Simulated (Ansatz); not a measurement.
Start from BeTe in the zinc blende structure (space group F-43m, No. 216; a = 5.554 Å). Axes: x, y, z lie along the cube axes.

Calculations: Ansatz (an electronic-structure program), LDA, PAW, cutoff 420 eV, no SOC.

For the base:

The smallest direct gap comes out as 3.59 eV, the valence-band top at Γ comes out as 0.00, 0.00, 0.00 eV and the band gap is 1.79 eV.

Now apply this change: biaxial strain +2.00 %, plane normal [001], relaxed out of plane (Cartesian); in-plane vectors clamped, the third vector and the atoms free.

Q: Estimate the effect on the smallest direct gap, valence-band top at Γ, out-of-plane strain, band gap and hole mass.

A: The smallest direct gap drops by 0.15 eV, from 3.59 eV to 3.44 eV; the valence-band top at Γ (three highest levels, from the VBM) changes from 0.00, 0.00, 0.00 eV to 0.00, -0.19, -0.19 eV; the out-of-plane strain comes out as -1.64 %; the band gap drops by 0.23 eV, from 1.79 eV to 1.56 eV; the hole mass is 0.20 mₑ out of plane, 0.32 mₑ in plane (at Γ).

Spin-orbit coupling, missing from the scalar runs, can matter with Te. Effective masses come from finite differences of ±0.01 Å⁻¹. Whether these cells are dynamically stable was not tested.
